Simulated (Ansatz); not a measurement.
**Effect of pressure 10 GPa on GaSb**

The reference is GaSb in the zinc blende structure (space group F-43m, No. 216; a = 6.132 Å).

Modification: cell and atoms relaxed at a pressure of 10 GPa.

Method: r2SCAN (Ansatz, a quantum-chemistry and plane-wave program, PAW, no spin-orbit coupling). k-mesh 13×13×13 (Γ-centred); smearing 0.05 eV (Fermi–Dirac).

The volume per atom decreases by 3.67 Å³ to 25.16 Å³ and the density grows by 0.805 g/cm³ (5.51 g/cm³ → 6.32 g/cm³). The lattice parameter a falls by 0.272 Å to 5.860 Å and the shortest interatomic distance falls by 0.1179 Å to 2.538 Å. The enthalpy H = E + PV relative to the base's energy amounts to +1.67 eV/atom and the band gap rises by 0.48 eV to 0.89 eV. The gap character goes from direct at Γ to indirect, Γ → Γ–X (79 % along) and the smallest direct gap rises by 1.08 eV (0.41 eV → 1.49 eV). The electron mass changes from 0.023 mₑ (at Γ) to 1.0 mₑ along k, 0.18 mₑ across (off the special points) and the hole mass (degenerate bands, along [100]) changes from 0.023, 0.26, 0.26 mₑ (at Γ) to 0.067, 0.21, 0.21 mₑ (at Γ). The valley order (the lowest conduction-band minima on the path, energy above the VBM, named in the base's zone) changes from Γ 0.41 eV; L along ⟨111⟩ 0.68 eV; a point along ⟨100⟩, about 0.9 Å⁻¹ from Γ 1.10 eV to a point along ⟨100⟩, about 0.8 Å⁻¹ from Γ 0.89 eV; L along ⟨111⟩ 1.02 eV; Γ 1.49 eV.

With Sb present, leaving out spin-orbit coupling can change the band edges. Load acts through the strain it causes; cell and atoms are relaxed under it. Masses are band curvatures over ±0.01 Å⁻¹ around the edge. Along k means along the line from Γ to the band edge. Stability against distortions was not tested. Tetrahedral semiconductors of this kind turn to denser phases somewhere between about 1 and 50 GPa; those were not computed, so compressed cells here can lie past the real transition.
